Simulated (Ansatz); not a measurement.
TiB2: pressure series

Take TiB₂ (space group P6/mmm, No. 191; a = 3.0320 Å, c = 3.2243 Å) as the base.

Cell and atoms are relaxed at each pressure.

Computed with Kohn–Sham DFT with the PBE functional, run in Ansatz (an electronic-structure program) with PAW and 420 eV plane waves, no spin-orbit coupling.

Notes on the quantities. enthalpy: H = E + PV relative to the base's energy.

| change | lattice parameter a | enthalpy | c/a ratio |
|---|---|---|---|
| base | 3.032 Å | – | 1.063 |
| pressure −2 GPa | 3.039 Å | -0.11 eV/atom | 1.065 |
| pressure −1 GPa | 3.035 Å | -0.05 eV/atom | 1.064 |
| pressure 1.8 GPa | 3.026 Å | +0.10 eV/atom | 1.062 |
| pressure 4.2 GPa | 3.018 Å | +0.22 eV/atom | 1.061 |
| pressure 9 GPa | 3.003 Å | +0.47 eV/atom | 1.059 |
| pressure 18 GPa | 2.977 Å | +0.93 eV/atom | 1.055 |
| pressure 30 GPa | 2.946 Å | +1.52 eV/atom | 1.050 |
| pressure 45 GPa | 2.912 Å | +2.23 eV/atom | 1.046 |
| pressure 60 GPa | 2.883 Å | +2.92 eV/atom | 1.042 |

Load acts through the strain it causes; cell and atoms are relaxed under it. Stability against distortions was not tested. Competing high-pressure phases were not computed. The final runs are not spin-polarised.
